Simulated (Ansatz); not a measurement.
# AlRh: pressure series

The parent structure is AlRh in the CsCl type structure (space group Pm-3m, No. 221; a = 2.972 Å; a cell from a computed database, its experimental status unchecked).

Cell and atoms are relaxed at each pressure.

The values are results of DFT with PBEsol, PAW potentials and a 420 eV plane-wave cutoff in Ansatz (a program for electronic structure), no spin-orbit coupling, not measurements.

Two rows of this table had their results exchanged by mistake.

```csv
pressure,volume per atom (Å³),shortest distance (Å),band gap
pressure −2 GPa,13.25,2.582,zero
pressure −1 GPa,13.19,2.578,zero
pressure 0.3 GPa,12.84,2.555,zero
pressure 0.7 GPa,13.08,2.571,zero
pressure 1.5 GPa,13.04,2.568,zero
pressure 3 GPa,12.95,2.562,zero
pressure 5 GPa,13.11,2.573,zero
pressure 7.5 GPa,12.70,2.546,zero
pressure 10 GPa,12.58,2.538,zero
```

Q: Which two?

A: The rows for pressure 0.3 GPa and pressure 5 GPa: the volume has to fall steadily with pressure, so 13.11 Å³ belongs to pressure 0.3 GPa and 12.84 Å³ to pressure 5 GPa.

Load acts through the strain it causes; cell and atoms are relaxed under it. No phonon test of stability was made. No other phases were tried under pressure. The final runs are not spin-polarised.
